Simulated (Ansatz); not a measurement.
Ansatz (a quantum-chemistry and plane-wave program), DFT, HSE06, plane waves, its default PAW files: diamond-structure Si, atoms displaced (Si16), 16 atoms. Basis and mesh were picked for this test and aren't claimed converged.

Ansatz 0.2 input:
```yaml
crystal:
  lattice:
    - [0.0, 5.431, 5.431]
    - [5.431, 0.0, 5.431]
    - [5.431, 5.431, 0.0]
  atoms:
    - { symbol: Si, position: [0.995025, 0.005053, 0.997725] }
    - { symbol: Si, position: [0.124286, 0.135512, 0.123094] }
    - { symbol: Si, position: [0.000957, 0.001413, 0.494445] }
    - { symbol: Si, position: [0.127088, 0.126812, 0.623205] }
    - { symbol: Si, position: [0.003454, 0.495258, 0.004476] }
    - { symbol: Si, position: [0.12874, 0.623627, 0.124869] }
    - { symbol: Si, position: [0.003866, 0.49332, 0.499666] }
    - { symbol: Si, position: [0.118042, 0.620004, 0.63149] }
    - { symbol: Si, position: [0.500521, 0.998685, 0.999643] }
    - { symbol: Si, position: [0.628559, 0.11867, 0.125344] }
    - { symbol: Si, position: [0.506975, 0.996905, 0.500524] }
    - { symbol: Si, position: [0.630386, 0.121198, 0.618909] }
    - { symbol: Si, position: [0.499976, 0.503741, 0.001249] }
    - { symbol: Si, position: [0.62251, 0.631872, 0.124448] }
    - { symbol: Si, position: [0.500757, 0.506045, 0.486398] }
    - { symbol: Si, position: [0.617451, 0.634674, 0.625644] }
kpoints:
  mp_grid: { grid: [2, 2, 2] }
hamiltonian:
  xc: hse06
  pseudopotentials: { kind: paw }
scf:
  occupations: { method: fixed }
output:
  forces: true
```

The program reports k-points after symmetry: 8, bands at the start: 48, electrons: 64, plane waves at Γ: 6231, cutoff (eV): 420, FFT grid: 54×54×54, symmetry operations: 1.

It runs on a single node (Arm Neoverse V2, 96 cores on 1 socket, no SMT, 1 L3 cache group).

Each time is the median wall time of two to five repeats, run one at a time on the otherwise empty machine; start-up is included. Processes are pinned to neighbouring cores unless said otherwise. Build: release build for Arm (Neoverse V2), one process with threads. Other compilers and libraries give other times. Scratch files lie in a memory file system.

Started as
```bash
OMP_NUM_THREADS=32 ANSATZ_TIMINGS=1 ansatz run --backend cpu --threads 32 --max-ram 200GiB --events-out run.ndjson --runs-dir run.runs --progress --plain run.yaml
```
(32 threads, --max-ram 200GiB) it takes 6.3 s and 17 SCF iterations (all cycles of the run, searches included).

### Question
Estimate the wall time with --max-ram 2340MiB.

### Answer
About 14 s (3 runs within 1 %): 2.2× as long. What the program resolved moves too: eigensolver slots from 8 to 1. Change in the result: energy under 0.001 meV/atom, forces (largest component) under 0.001 meV/Å.
